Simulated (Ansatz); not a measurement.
Pressure series in NbSi2

The parent structure is NbSi$_{2}$ (space group P6_422, No. 181; a = 4.794 Å, c = 6.586 Å).

Cell and atoms are relaxed at each pressure.

Level of theory: r2SCAN (Ansatz, a first-principles code; PAW; 500 eV plane waves; no spin-orbit coupling), earlier PAW set.

Notes on the quantities. enthalpy: H = E + PV relative to the base's energy.

```json
[
 {"variant": "base", "c/a ratio": "1.374", "enthalpy": "–", "density": "5.67 g/cm³"},
 {"variant": "pressure −2 GPa", "c/a ratio": "1.372", "enthalpy": "-0.18 eV/atom", "density": "5.60 g/cm³"},
 {"variant": "pressure −1 GPa", "c/a ratio": "1.373", "enthalpy": "-0.09 eV/atom", "density": "5.64 g/cm³"},
 {"variant": "pressure 3 GPa", "c/a ratio": "1.376", "enthalpy": "+0.27 eV/atom", "density": "5.76 g/cm³"},
 {"variant": "pressure 7 GPa", "c/a ratio": "___", "enthalpy": "+0.62 eV/atom", "density": "___"},
 {"variant": "pressure 15 GPa", "c/a ratio": "1.383", "enthalpy": "+1.31 eV/atom", "density": "6.08 g/cm³"},
 {"variant": "pressure 30 GPa", "c/a ratio": "1.390", "enthalpy": "+2.55 eV/atom", "density": "6.42 g/cm³"},
 {"variant": "pressure 50 GPa", "c/a ratio": "1.395", "enthalpy": "+4.10 eV/atom", "density": "6.82 g/cm³"},
 {"variant": "pressure 75 GPa", "c/a ratio": "1.400", "enthalpy": "+5.94 eV/atom", "density": "7.24 g/cm³"},
 {"variant": "pressure 100 GPa", "c/a ratio": "1.404", "enthalpy": "+7.67 eV/atom", "density": "7.61 g/cm³"}
]
```

Question: What belongs in the blanks?

Answer: 
- pressure 7 GPa, c/a ratio: 1.379
- pressure 7 GPa, density: 5.87 g/cm³

Load acts through the strain it causes; cell and atoms are relaxed under it. Stability against distortions was not tested. No other phases were tried under pressure. The final runs are not spin-polarised. An odd electron count without spin: NbSi2.
